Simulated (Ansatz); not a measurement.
Structures of equal composition on the (110) surface of bcc Nb: a layer of Pd in place of the second plane; a layer of Pd in place of the third plane. The slabs share one bottom face, and each structure is named by its start. These are constructed structures in small cells; real faces may alloy, dewet or reconstruct in larger ones, and not all known structures of the face are among them. Slabs of about 11 Å with all that they carry, Fermi-Dirac smearing of 0.1 eV. Bottom of the slabs: a bare face, its two planes held. Relaxed from the named starts with such symmetry as they have, on meshes of like density; energies extrapolated to zero smearing; no spin-orbit coupling, no U. Spin-polarised runs, if any, are marked in brackets, and their order is one that fits the cell; the others ran without spin.

The numbers are results of PBE (plane waves to 420 eV, PAW; Ansatz, a first-principles code), not measurements.

Order them by energy per 1x1 cell (lowest first) at the level PBE.

a layer of Pd in place of the third plane (0.000 eV), a layer of Pd in place of the second plane (0.403 eV)
